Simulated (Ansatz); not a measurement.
**Phonon-limited transport in BaMoO3 (Pm-3m)**

Here is the system:

```xyz
5
Lattice="4.0082 0.0000 0.0000 0.0000 4.0082 0.0000 0.0000 0.0000 4.0082" Properties=species:S:1:pos:R:3 pbc="T T T"
Ba     2.0041     2.0041     2.0041
Mo     0.0000     0.0000     0.0000
O      0.0000     2.0041     0.0000
O      2.0041     0.0000     0.0000
O      0.0000     0.0000     2.0041
```

These are PBEsol, DFPT electron-phonon coupling, linearised Boltzmann equation (plane waves, PAW, scalar-relativistic; Ansatz, a program for electronic structure) values and carry that method's errors. Geometry: relaxed with this functional, without spin-orbit coupling.

| Property | Value |
|---|---|
| resistivity at 300 K | 9.3 μΩ·cm |
| electron mean free path at 300 K (weighted by the current that each state carries) | 11.5 nm |
| electron-phonon coupling λ | 0.25 |
| transport coupling λ_tr | 0.31 |
| logarithmic mean phonon energy | 33 meV |
| density of states at the Fermi level | 0.91 states/(eV·spin·cell) |
| Drude plasma energy | 5.6 eV |
| Hall coefficient at 300 K | -13.8 ×10⁻¹¹ m³/C |

A metal at this level (no band gap). Only scattering by harmonic phonons is included (no impurities, grain boundaries, electron-electron scattering or thermal expansion). Spin-orbit coupling is left out. The self-energy correction of the phonons between q points moved λ by 8 %. The squared frequency of the phonon mode least converged on the k mesh is uncertain by 18 %. The run warned that the eigensolver left some states short of its tolerance. Halving the electron mesh (20x20x20) moves the resistivity by up to 3 % at 300 K, the mean free path by up to 6 %, the coupling by up to 4 %. Smearing 0.20 eV; phonons on a 4x4x4 q mesh, which this run doesn't test and which matters most at low temperature.

Computed structure, not matched to a measured one here, so possibly hypothetical: BaMoO3 (Pm-3m).
